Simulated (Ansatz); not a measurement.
## AlB2-type MgB₂

Computed with PBE in Ansatz (plane waves, PAW).

Settings: plane-wave cutoff 520 eV, 24×24×18 k mesh (along the axes of the cell as run), Fermi–Dirac smearing 0.084 eV (set by the program), scalar-relativistic PAW data made under PBE.

Cell: relaxed at this level.

```json
{
 "elastic constant C11": "427 GPa",
 "elastic constant C12": "58.2 GPa",
 "elastic constant C13": "33.3 GPa",
 "elastic constant C33": "265 GPa",
 "elastic constant C44": "71.0 GPa",
 "elastic constant C66": "184 GPa",
 "Voigt–Reuss–Hill bulk modulus": "148 GPa",
 "Voigt–Reuss–Hill shear modulus (Hill average)": "120 GPa",
 "young_modulus": "283 GPa",
 "poisson_ratio": "0.181"
}
```

Elastic constants are with the ions relaxed.

Ansatz is an electronic-structure program.
